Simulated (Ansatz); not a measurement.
# SnO2: energy against strain

SnO2 (rutile, P4_2/mnm, 11.858 Å³/atom at rest, c along z) under an equal strain ε in the (001) plane with the normal axis free, as in a coherent film. LDA in Ansatz, a plane-wave DFT program (PAW, default set), 420 eV, 7×7×10 Γ-centred mesh, Fermi-Dirac smearing 0.05 eV; ions are relaxed within the symmetry of each cell.

Here s stands for strain and y for E less E0.

| strain (%) | E less E0 (meV/atom) |
|---|---|
| -3.00 | ? |
| -1.20 | 3.40 |
| -0.60 | 0.85 |
| 0.00 | 0.00 |
| 0.60 | 0.83 |
| 1.20 | 3.32 |

The 5 complete rows are fitted with a parabola, y against s. Least squares gives y = 0.000 - 0.0300·s + 2.3333·s². Residuals (row less fit): 0.004, -0.008, 0.000, 0.008, -0.004; standard error 0.009 (degrees of freedom: 2). Twice the quadratic coefficient over the volume, 2 × 2.3333 meV × 10⁴ × 0.1602 / 11.858 Å³, is twice the biaxial elastic modulus of this plane = 631 ± 1.8 GPa.

### Question
Predict the withheld y at s = -3.00 from the fit, and compare with the calculation.

### Answer
y = 0.000 - 0.0300 × (-3.0) + 2.3333 × (-3.0)² = 21.090 meV/atom. The calculation gives 22.07 meV/atom, 0.980 meV/atom above the prediction (4.4 % of the range of y in the table). The row lies outside the fitted rows, so this is an extrapolation. From the scatter of the fitted rows alone, a prediction at this place has a standard error of 0.058 meV/atom, so the miss is 16.9 times that.

One order more, fitted to all 11 runs of the series, follows each within 0.02, so the miss is the next term of a smooth law. Rows are the converged runs of the series near zero and its far end; series whose fitted rows scatter by over a few per cent of the range, as at a crossing or softening among them, aren't shown in this form. Most that stay on the fit to the last digits aren't either.
